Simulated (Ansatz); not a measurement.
Base system: BN in the wurtzite structure (space group P6_3mc, No. 186; a = 2.555 Å, c = 4.225 Å). Axes: x lies along a and z along c of the hexagonal cell.

All numbers come from PBE (Ansatz, a program for electronic structure), without spin-orbit coupling.

Base values:

- Electron mass = 0.31 mₑ along c, 0.51 mₑ across (at K)
- Gap character = indirect, Γ → K
- Band gap = 5.23 eV

Now apply this change: uniaxial strain ε_zz = −1.20 %, all other strain components held at zero; the atoms relax in the strained cell.

**Question.** How does this affect the energy relative to the base, electron mass, gap character and band gap?

**Answer.** The energy goes up by 2.8 meV/atom; the electron mass changes from 0.31 mₑ along c, 0.51 mₑ across (at K) to 0.30 mₑ along z, 0.51 mₑ across (at K); the gap character is still indirect, Γ → K; the band gap increases by 0.03 eV (5.23 eV → 5.26 eV).

Effective masses come from finite differences of ±0.01 Å⁻¹. Stability against distortions was not tested.
